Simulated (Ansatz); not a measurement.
# Response to strain in hypothetical R3c LaNbN3

The reference is LaNbN3 (space group R3c, No. 161; a = 5.802 Å, c = 14.066 Å (hexagonal axes); a hypothetical phase, not in the database extracts checked). Axes: x lies along a and z along c of the hexagonal cell.

Strains are applied to the cell and any free atomic positions relax; under stress the whole cell relaxes.

Computed with DFT with PBE, PAW potentials and a 420 eV plane-wave cutoff in Ansatz (an electronic-structure program), scalar-relativistic without spin-orbit coupling.

Notes on the quantities. energy relative to the base: free energy F.

| variant | energy relative to the base | space group | shortest interatomic distance |
|---|---|---|---|
| base | 0 meV/atom | R3c (No. 161) | 2.008 Å |
| uniaxial strain ε_yy = −1.26 % | … | Cc (No. 9) | … |
| uniaxial strain ε_yy = +0.97 % | +1.0 meV/atom | Cc (No. 9) | 1.989 Å |
| uniaxial stress, 1 GPa compression along z | +0.3 meV/atom | R3c (No. 161) | 2.011 Å |

Task: Complete the table.

Result: 
- uniaxial strain ε_yy = −1.26 %, energy relative to the base: +1.8 meV/atom
- uniaxial strain ε_yy = −1.26 %, shortest interatomic distance: 1.996 Å

Without a gap, meshes like the base's 10×10×10 leave anisotropic stresses uncertain by several tenths of a GPa, and small strain energies with them. Stability under load was not tested beyond the relaxation. All final runs are without spin polarisation.
